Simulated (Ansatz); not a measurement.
## A computed series for Sr: response to strain

The reference is Sr in the fcc (Cu type) structure (space group Fm-3m, No. 225; a = 5.9225 Å). Axes: x, y, z lie along the cube axes.

Strains are applied to the cell and any free atomic positions relax; under biaxial strain the out-of-plane vector relaxes too.

Calculations: PBEsol (Ansatz, a quantum-chemistry and plane-wave program; PAW; 420 eV plane waves; no SOC).

Candidates:
(a) biaxial strain +0.50 %, plane normal [001], relaxed out of plane
(b) biaxial strain −2.50 %, plane normal [001], relaxed out of plane
(c) biaxial strain +2.50 %, plane normal [001], relaxed out of plane

Notes on the quantities. energy relative to the base: free energy F.

Question: Order them by energy relative to the base, highest first.

Answer: (b) biaxial strain −2.50 %, plane normal [001], relaxed out of plane (+2.9 meV/atom), (c) biaxial strain +2.50 %, plane normal [001], relaxed out of plane (+1.9 meV/atom), (a) biaxial strain +0.50 %, plane normal [001], relaxed out of plane (+0.1 meV/atom)

Whether these cells are dynamically stable was not tested.
